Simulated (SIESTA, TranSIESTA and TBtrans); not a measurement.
## Fe chain with one bond stretched by 1.0 Å

Device: Fe chain with one bond stretched by 1.0 Å. Leads: straight Fe chain, spacing 2.25 Å. Geometry: as built, not relaxed.

TranSIESTA and TBtrans, PBE, DZP numerical orbitals (energy shift 0.15 eV), PseudoDojo norm-conserving scalar-relativistic potentials, mesh cutoff 200 Ry, 300 K, spin-polarised (collinear), no spin-orbit coupling; self-consistent non-equilibrium Green functions.

| Quantity | Result |
|---|---|
| Conductance at 300 K (G0 = 2e²/h) | 0.96 |
| Mean T from −0.5 to 0.5 eV | 0.97 |

Energies count from the leads' Fermi level. Transmissions are for each spin. The energy step is 0.01 eV; narrower resonances are cut or missed.

| E (eV) | T up | T down | lead channels up | down |
|---|---|---|---|---|
| -1.95 | 0.93 | 0.55 | 4 | 1 |
| -1.80 | 0.91 | 0.60 | 4 | 1 |
| -1.65 | 0.91 | 0.64 | 4 | 1 |
| -1.50 | 0.92 | 0.69 | 4 | 1 |
| -1.35 | 0.91 | 0.73 | 3 | 1 |
| -1.20 | 0.91 | 0.76 | 1 | 1 |
| -1.05 | 0.93 | 0.87 | 1 | 3 |
| -0.90 | 0.94 | 0.87 | 1 | 3 |
| -0.75 | 0.95 | 0.87 | 1 | 4 |
| -0.60 | 0.96 | 0.86 | 1 | 4 |
| -0.45 | 0.96 | 0.87 | 1 | 4 |
| -0.30 | 0.96 | 0.90 | 1 | 4 |
| -0.15 | 0.96 | 0.92 | 1 | 4 |
| 0.00 | 0.96 | 0.95 | 1 | 4 |
| 0.15 | 0.96 | 0.99 | 1 | 4 |
| 0.30 | 0.96 | 1.04 | 1 | band edge |
| 0.45 | 0.97 | 1.13 | 1 | band edge |
| 0.60 | 0.97 | 1.22 | 1 | band edge |
| 0.75 | 0.98 | 1.29 | 1 | 4 |
| 0.90 | 0.99 | 1.32 | 1 | 4 |
| 1.05 | 1.39 | 1.35 | 3 | 4 |
| 1.20 | 1.71 | 1.40 | 3 | 4 |
| 1.35 | 1.83 | 1.48 | 3 | 4 |
| 1.50 | 1.89 | 1.42 | 3 | 4 |
| 1.65 | 1.94 | 1.14 | 3 | 2 |
| 1.80 | 1.98 | 1.58 | 3 | 3 |
| 1.95 | 2.04 | 1.64 | 3 | 3 |

The magnetic order of the leads was set by the start, and no other order was tried; the separate lead runs end at 3.39 (left) and 3.39 (right) μB an atom. The straight chain is held at its spacing; free chains may zigzag or dimerise.
